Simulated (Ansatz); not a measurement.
A calculation on CsCl-type RuAl returned lattice constant a 2.976 Å, formation enthalpy -0.628 eV/atom.

For reference: lattice constant a 2.992 Å (measured, temperature not stated, copied from a table, unchecked, not corrected to a static lattice; as tabulated in Acta Metallurgica 41, 863 (1993)); formation enthalpy -0.644 ± 0.02 eV/atom (measured, 298 K, copied from a table, unchecked, no zero-point or thermal correction; as tabulated in Wang et al. (2021), doi:10.1038/s41598-021-94550-5).

Question: Which level of theory produced these numbers?
A) LDA (Ansatz (an electronic-structure program))
B) rVV10 (Ansatz)
C) PBE (Ansatz)
D) PBEsol (Ansatz)

Answer: D, PBEsol (Ansatz)

The others give: LDA 2.954 Å, -0.645 eV/atom; PBE 3.004 Å, -0.639 eV/atom; rVV10 3.019 Å, -0.634 eV/atom.

Unless a cell is named, each level is at its own relaxed cell (LDA 12.88, PBE 13.55, PBEsol 13.18, rVV10 13.76 Å³/atom).

Ansatz's density-functional and Hartree–Fock values are scalar-relativistic unless marked +SOC, with PAW data made under PBE.
